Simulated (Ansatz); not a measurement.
CdTe: pressure series

Base system: CdTe in the zinc blende structure (space group F-43m, No. 216).

```
CdTe
1.0
    0.00000     3.27889     3.27889
    3.27889     0.00000     3.27889
    3.27889     3.27889     0.00000
Cd Te
1 1
Direct
  0.00000   0.00000   0.00000
  0.25000   0.25000   0.25000
```

Cell and atoms are relaxed at each pressure.

Level of theory: Ansatz (a first-principles code), r2SCAN, PAW, cutoff 500 eV, no spin-orbit coupling.

Base values:

The band gap comes out as 1.17 eV.

Problem. The aim is a band gap between 1.60 eV and 1.77 eV. Which of these changes reaches it?
A) pressure 4.5 GPa
B) pressure 0.9 GPa
C) pressure 22.5 GPa
D) pressure 9 GPa

Solution. D, pressure 9 GPa. It gives 1.67 eV; pressure 0.9 GPa gives 1.23 eV; pressure 4.5 GPa gives 1.46 eV; pressure 22.5 GPa gives 2.10 eV. Changes not listed may reach it too

Spin-orbit coupling, missing from the scalar runs, can matter with Te. Load acts through the strain it causes; cell and atoms are relaxed under it. Whether these cells are dynamically stable was not tested. Measured, CdTe leaves this structure (for cinnabar) near 3.53 GPa (temperature not stated; as listed in Datta, Sujoy, Jana, Debnarayan, arXiv (2020)), on rising pressure, with hysteresis.
